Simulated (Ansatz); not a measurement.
Functionals compared on Br on the 1x1 (111) surface of fcc Ni, ferromagnetic, one in a 2x2 cell, started at the site 'hollow Ni-Ni-Ni over Ni at depth 2.0 Å', in Ansatz (plane waves, PAW). The structure was relaxed with PBE; the other rows are single points on it, each with its references at the same level. Cutoff 420 eV.

Slab: 17 atoms, 6.0 Å thick at the start under the adsorbate (thin: gaps and levels are the slab's own); k 7x7x1, smearing 0.1 eV, dipole-corrected; 8 atoms held, the rest relaxed; symmetry of the start imposed; spin-polarised, no spin-orbit, no U, no dispersion correction. At the end it is bonded to 3 Ni. In PBE this state lies 0.04 eV over the lowest of the starts that converged ('bridge Ni-Ni (span 2.5 Å)'). These notes are the PBE run's. Adsorption energies are against ½ Br2(g). A negative adsorption energy means that the adsorbate is more stable on the surface than in its reference.

```csv
functional,adsorption energy (eV),work function of the top face (eV),change of the work function (eV),magnetic moment of the cell (μB),rough cost of the single point
PBE,-1.85,4.75,-0.32,10.57,–
RPBE,-1.57,4.65,-0.25,10.69,about 4 core-minutes (a rough figure)
```

Ansatz is a program for electronic structure.
